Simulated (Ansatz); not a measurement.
## Quick settings and what they miss: MnGe (P2_13, 8 atoms in the cell)

Self-consistent single point.

```
CELL_PARAMETERS angstrom
      4.63286     0.00000     0.00000
      0.00000     4.63286     0.00000
      0.00000     0.00000     4.63286
ATOMIC_POSITIONS crystal
  Mn 0.63711 0.13711 0.36289
  Mn 0.86289 0.86289 0.86289
  Mn 0.13711 0.36289 0.63711
  Mn 0.36289 0.63711 0.13711
  Ge 0.34236 0.84236 0.65764
  Ge 0.15764 0.15764 0.15764
  Ge 0.84236 0.65764 0.34236
  Ge 0.65764 0.34236 0.84236
```
Moments meant for the start (each program seeds them in its own way; μB, in the order of the atoms Mn Mn Mn Mn Ge Ge Ge Ge): 4.0 4.0 4.0 4.0 0.0 0.0 0.0 0.0.

Method: LDA (PW92), PAW files made with PBE (plane waves; Ansatz, a program for electronic structure).

Base settings: basis.ecutwfc = 420 eV; kpoints.mp_grid.grid = 5 5 5; hamiltonian.xc = lda; hamiltonian.pseudopotentials = {kind: paw} (the program's default PAW files); magnetization.spin_polarized = true; scf.occupations.method = gaussian; scf.occupations.width = 0.136 eV.

Tight run (finer mesh or higher cutoff; not a proven limit): basis.ecutwfc: 420 eV → 590 eV; kpoints.mp_grid.grid: 5 5 5 → 7 7 7; scf.convergence.dr2_threshold: default (1e-07 eV) → 1e-09 eV. It gave Fermi level (on the code's own zero) 17.21 eV; pressure -5.26 GPa; largest force (vector length) 0.237 eV/Å; size of the cell's spin moment 4.23 μB.

Quick runs, as changes from the base:
- A: the base itself
- B: basis.ecutwfc: 420 eV → 335 eV; kpoints.mp_grid.grid: 5 5 5 → 2 2 2; scf.occupations.width: 0.136 eV → 0.272 eV
- C: kpoints.mp_grid.grid: 5 5 5 → 4 4 4
- D: basis.ecutwfc: 420 eV → 210 eV; kpoints.mp_grid.grid: 5 5 5 → 2 2 2; hamiltonian.xc: lda → pbesol; scf.convergence.dr2_threshold: default (1e-07 eV) → 0.0001 eV [PBEsol]

Energies are extrapolated to zero smearing width, which holds to low order in the width alone.

Dashes: energy of D, another energy zero.

† marks runs with another functional, U, potentials or spin treatment: their distance from the tight run is not a convergence error alone.

The count of work is k-points × plane waves × bands × iterations; it is no time. 

Pressures in the table are Ansatz's without its Pulay estimate, at a fixed set of plane waves; the tight run's value above holds the estimate.

The starting cell comes from a database of computed structures (which also holds hypothetical and non-ambient phases and stackings), without a prior relaxation at this level. Its lattice was rescaled by a random factor within 2.5 % of one. The magnetic order is the one reached from the typed start; others were not searched systematically. In the base run, with a pressure of about -5 GPa the cell is away from its equilibrium volume at this level.

| run | energy less tight (meV/atom) | pressure less tight (GPa) | largest miss in a force vector (eV/Å) | size of the net moment less tight (μB/atom) | count of work / tight |
|---|---|---|---|---|---|
| A | 1.0 | -0.34 | 0.013 | -0.02 | 0.24 |
| B | 8.2 | -4.85 | 0.013 | -0.11 | 0.050 |
| C | 1.4 | 0.22 | 0.028 | 0.03 | 0.23 |
| D† | – | -302.78 | 0.358 | -0.06 | 0.016 |

Among the runs at the tight run's level, the energy misses run from 1.0 to 8.2 meV/atom.

Left out of this page: 2 runs of the series outside the window shown, repeating another row's setting, or not comparable.

Keys are those of Ansatz 0.2.
